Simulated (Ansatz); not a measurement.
The reference is SiGe in the wurtzite structure (space group P6_3mc, No. 186; a model cell, its experimental status unchecked).

```
SiGe
1.0
    3.90406     0.00000     0.00000
   -1.95203     3.38101     0.00000
    0.00000     0.00000     6.45485
Ge Si
2 2
Direct
  0.66667   0.33333   0.99956
  0.33333   0.66667   0.49956
  0.66667   0.33333   0.62564
  0.33333   0.66667   0.12564
```

Computed with r2SCAN in Ansatz (plane waves to 500 eV, PAW, no spin-orbit coupling).

Before the change:

```
Quantity                Result
-------------  ---------------
Band gap               0.66 eV
Gap character  indirect, Γ → M
```

Modification: an isotropic linear strain of +4.30 %; the atoms relax in the strained cell.

Question: What happens to the band gap?

Answer: The band gap shrinks by 0.245 eV, from 0.66 eV to 0.42 eV.

Question: What does the calculation give for the gap character after the change?

Answer: The gap character changes from indirect, Γ → M to direct at Γ.

No phonon test of stability was made.

Ansatz is a first-principles code.
